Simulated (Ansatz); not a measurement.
The parent structure is BP in the zinc blende structure (space group F-43m, No. 216; a = 4.520 Å).

The values are results of Kohn–Sham DFT with the PBEsol functional, run in Ansatz (a program for electronic structure) with PAW and 420 eV plane waves, spin-orbit coupling left out, not measurements.

For the base:

The width of the top valence band comes out as 5.60 eV.

One thing is altered: every lattice vector is stretched by 1.00 %; the atoms relax in the strained cell.

Predict the new width of the top valence band.

The width of the top valence band drops by 0.17 eV to 5.43 eV.

What happens to the mean gap deformation potential ΔEg/Δln V?

The mean gap deformation potential ΔEg/Δln V comes out as +1.4 eV.

Stability against distortions was not tested.
